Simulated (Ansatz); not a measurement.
## Several settings converged on FeNi (R3m, 2 atoms in the cell)

```xyz
2
Lattice="1.2516 0.7226 4.1110 -1.2516 0.7226 4.1110 0.0000 -1.4453 4.1110" Properties=species:S:1:pos:R:3 pbc="T T T"
Fe     0.0000     0.0000     0.0500
Ni     0.0000     0.0000     6.1665
```
Moments meant for the start (each program seeds them in its own way; μB, in the order of the atoms Fe Ni): 4.0 2.0.

Base method: PBEsol, default PAW files made with PBE (plane waves; Ansatz, a first-principles code).

Base settings: basis.ecutwfc = 420 eV; kpoints.mp_grid.grid = 9 9 9; hamiltonian.xc = pbesol; hamiltonian.pseudopotentials = {kind: paw} (the program's default PAW files); magnetization.spin_polarized = true; scf.occupations.method = fermi_dirac; scf.occupations.width = 0.1 eV.

The count of work is k-points × plane waves × bands × iterations; it is no time. Core times come from one kind of shared machine, to one figure; runs under 30 s give none.

**The cutoff for other potential files**

Level: DFT, PBEsol, plane waves, harder PAW files (source: ansatz) made with PBE.

In this ladder: hamiltonian.pseudopotentials = {kind: paw, source: ansatz}.

The second cell is the first with its lattice scaled by 0.98.

The mesh stays at the base's, so the ladder's end is converged at best in this setting alone.

The first pressure column holds Ansatz's estimate of the finite-basis (Pulay) stress, which hides part of the cutoff error; the other is without it.

Only quantities that move along the ladder and can be compared are tabulated.

```tsv
basis.ecutwfc	free energy less the last step's (meV/atom)	energy of the compressed cell less the first (meV/atom)	pressure (GPa)	pressure without the Pulay estimate (GPa)	largest difference of a force vector from the last step's (eV/Å)	count of work / last	core time / last (rough)
415 eV	6589.10	-38.66	-12.03	-473.79	0.404	0.091	–
505 eV	1255.61	-5.80	-8.59	-120.11	0.099	0.13	0.4
645 eV	81.39	-6.21	-7.17	-18.09	0.007	0.22	0.6
780 eV	3.16	-5.83	-7.16	-7.74	0.000	0.28	0.4
920 eV	0.40	-5.81	-7.15	-7.17	0.000	0.36	0.8
1105 eV	0.23	-5.82	-7.16	-7.16	0.000	0.47	–
1380 eV	0.08	-5.82	-7.16	-7.16	0.000	0.65	0.9
1840 eV	0.00	-5.82	-7.16	-7.16	0.000	1.0	1
```

Coarsest basis.ecutwfc that holds the pressure without the Pulay estimate within 0.2 GPa of the last step, with all finer ones: 920 eV, at 0.36 of the last step's count of work; the step before is off by 0.58 GPa.

Coarsest basis.ecutwfc that holds the pressure within 0.05 GPa of the last step, with all finer ones: 645 eV, at 0.22 of the last step's count of work; the step before is off by 1.4 GPa.

Coarsest basis.ecutwfc that holds the free energy within 0.5 meV/atom of the last step, with all finer ones: 920 eV, at 0.36 of the last step's count of work; the step before is off by 3.2 meV/atom.

The energy difference between the two cells stays within 1 meV/atom of the last step's from 505 eV on, the total only from 920 eV on: much of the error is common to both cells and cancels.

At the lowest cutoff the pressure without the Pulay estimate lies 467 GPa under the last step's, the usual sign of Pulay stress in an incomplete plane-wave basis.

**The density cutoff**

The second cell is the first with its lattice scaled by 0.98.

The mesh stays at the base's, so the ladder's end is converged at best in this setting alone.

Only quantities that move along the ladder and can be compared are tabulated.

| basis.ecutrho_ratio | free energy less the last step's (meV/atom) | energy of the compressed cell less the first (meV/atom) | pressure (GPa) |
|---|---|---|---|
| 2 | -4.77 | -6.44 | -6.63 |
| 3 | -0.08 | -5.78 | -7.15 |
| 4 | -0.01 | -5.77 | -7.15 |
| 5 | -0.01 | -5.77 | -7.15 |
| 6 | 0.00 | -5.77 | -7.15 |
| 8 | 0.00 | -5.77 | -7.15 |
| 10 | 0.00 | -5.77 | -7.15 |
| 12 | 0.00 | -5.77 | -7.15 |
| 16 | 0.00 | -5.77 | -7.15 |

Coarsest basis.ecutrho_ratio that holds the pressure within 0.05 GPa of the last step, with all finer ones: 3; the step before is off by 0.52 GPa.

Coarsest basis.ecutrho_ratio that holds the energy of the compressed cell less the first within 0.2 meV/atom of the last step, with all finer ones: 3; the step before is off by 0.67 meV/atom.

Coarsest basis.ecutrho_ratio that holds the free energy within 1 meV/atom of the last step, with all finer ones: 3; the step before is off by 4.8 meV/atom.

The energy difference between the two cells stays within 1 meV/atom of the last step's from 2 on, the total only from 3 on: much of the error is common to both cells and cancels.

**The relaxed cell against the cutoff**

On FeNi (R-3m, 2 atoms in the cell): atoms on their sites.

In this ladder: relax = cell and atoms.

The mesh stays at the base's, so the ladder's end is converged at best in this setting alone.

Only quantities that move along the ladder and can be compared are tabulated.

| basis.ecutwfc | relaxed volume (Å³/atom) | relaxation steps | core time / last (rough) |
|---|---|---|---|
| 295 eV | 11.028 | 22 | 1 |
| 355 eV | 10.726 | 9 | 0.4 |
| 420 eV | 10.723 | 5 | 0.4 |
| 505 eV | 10.723 | 5 | – |
| 630 eV | 10.722 | 5 | 0.7 |
| 840 eV | 10.722 | 5 | 1 |

Coarsest basis.ecutwfc that holds the relaxed volume within 0.054 Å³/atom of the last step, with all finer ones: 355 eV, at about 0.4 of the last step's time; the step before is off by 0.31 Å³/atom.

At the lowest cutoff the cell relaxes to a volume 2.9 % larger than at the highest. Ansatz relaxes on a stress corrected for the finite basis.

On the base run: the starting cell comes from a database of computed structures (which also holds hypothetical and non-ambient phases and stackings), without a prior relaxation at this level. Its lattice was rescaled by up to half a per cent. One atom was moved a little off its site on purpose. The magnetic order is the one reached from the typed start; others were not searched systematically.

Left out of this page: 2 runs of the series stopped by limits of time or memory.

Keys are those of Ansatz 0.2.
